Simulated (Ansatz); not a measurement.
The starting structures come from a database of crystals and need not be the phases stable at ambient conditions.

Where the default PAW files enter, the runs use the earlier of Ansatz's two default sets.

Inside the gap of an insulator the Bloch states are evanescent, with a wavenumber k + iκ along the transport direction.

Data:

```xyz
2
Lattice="3.6832 0.0000 0.0000 -1.8416 3.1897 0.0000 1.8416 1.0632 2.9171" Properties=species:S:1:pos:R:3 pbc="T T T"
Mg     0.0000     0.0000     0.0000
S      3.6832     2.1265     1.4585
```

Space group of this cell: R-3m. The cell is strained (lengths along the current scaled by 0.97, ions clamped); by r2SCAN its mean pressure is 2.4 GPa.

Transport runs along the normal of the first two printed cell vectors, the (111) (indices of the unstrained crystal) plane of the conventional cell.

No gap correction and no spin-orbit coupling; mid-gap is the computed energy nearest the middle.

**Question.** Give the band gap and the smallest decay constant κ at mid-gap that r2SCAN in Ansatz (a quantum-chemistry and plane-wave program) yields.

**Answer.** Gap 3.31 eV on a 12×12×12 mesh; κ = 0.248 1/Å, at the zone centre.
